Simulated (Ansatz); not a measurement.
We consider LaLuO3 (model structure, started from the cubic perovskite type, Pm-3m, No. 221, 5 atoms in the cell), described by PBEsol (plane waves, PAW; Ansatz, an electronic-structure program).

Numerical settings: plane-wave cutoff 520 eV, 8×8×8 k mesh, Fermi–Dirac smearing 0.01 eV, scalar-relativistic PAW data made under PBE.

Cell (relaxed at this level):

```yaml
crystal:
  lattice:
    - [4.19267, 0.00000, 0.00000]
    - [0.00000, 4.19267, 0.00000]
    - [0.00000, 0.00000, 4.19267]
  atoms:
    - { symbol: La, position: [0.00000, 0.00000, 0.00000] }
    - { symbol: Lu, position: [0.50000, 0.50000, 0.50000] }
    - { symbol: O, position: [0.00000, 0.50000, 0.50000] }
    - { symbol: O, position: [0.50000, 0.50000, 0.00000] }
    - { symbol: O, position: [0.50000, 0.00000, 0.50000] }
```

Q: Predict the band gap.

A: 
band gap: 1.43 eV

Note: the relaxation could raise the start's symmetry but not lower it, so the cell can be a saddle point.

Spin–orbit coupling is not included.

Static lattice: no zero-point or thermal effects.

The result took very roughly 10 core-seconds.

A model structure was made by putting elements into a prototype or built by hand; it is no filed structure, need not be a known phase, and can be a saddle point held by its symmetry.
